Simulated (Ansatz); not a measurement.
Take Cu in the diamond structure (space group Fd-3m, No. 227; a = 5.231 Å; a hypothetical phase, not in the database extracts checked) as the base. Axes: x, y, z lie along the cube axes.

Calculations: PBEsol (Ansatz, a first-principles code; PAW; 420 eV plane waves; without spin-orbit coupling).

Base values:

- Shortest interatomic distance: 2.265 Å
- Band gap: zero

Modification: a free-standing slab of 2 layers (4 atoms, 2 a layer) is cut normal to [110], with 15 Å of vacuum and the in-plane cell held at bulk.

### Question
What happens to the excess energy per area of both faces?

### Answer
The excess energy per area of both faces (slab less bulk energy over the cell's area: twice a surface energy) amounts to 1.60 J/m² (uncertain by up to 0.03 J/m²).

### Question
Estimate the effect on the shortest interatomic distance.

### Answer
The shortest interatomic distance goes up by 0.017 Å to 2.282 Å.

### Question
What does the calculation give for the band gap after the change?

### Answer
The band gap is still zero.

Slab and bulk use different k-meshes, which limits the precision of the excess energy. Whether these cells are dynamically stable was not tested. The final runs are not spin-polarised.
